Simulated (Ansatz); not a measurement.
## RuSi: pressure series

The reference is RuSi (space group P2_13, No. 198; a = 4.7047 Å).

Cell and atoms are relaxed at each pressure.

The values are results of r2SCAN (Ansatz, a quantum-chemistry and plane-wave program), spin-orbit coupling left out, not measurements.

| pressure (GPa) | volume per atom (Å³/atom) |
|---|---|
| -2 | 13.138 |
| -1 | ? |
| 0 | 13.017 |
| 1.8 | 12.914 |
| 4.2 | 12.785 |
| 9 | 12.548 |
| 30 | 11.750 |
| 60 | 10.964 |

Problem. Fit the third-order Birch–Murnaghan form P(V) = (3B₀/2)[(V₀/V)^(7/3) − (V₀/V)^(5/3)]·[1 + (3/4)(B₀′ − 4)((V₀/V)^(2/3) − 1)] (squares taken in P) to the rows shown and predict the withheld row.

Solution. Least squares on the printed values gives V₀ = 13.016 Å³/atom, B₀ = 225 GPa, B₀′ = 5.1; this predicts 13.075 Å³/atom, and the run gives 13.077 Å³/atom, 0.002 higher.

Load acts through the strain it causes; cell and atoms are relaxed under it. No phonon test of stability was made. Competing high-pressure phases were not computed.
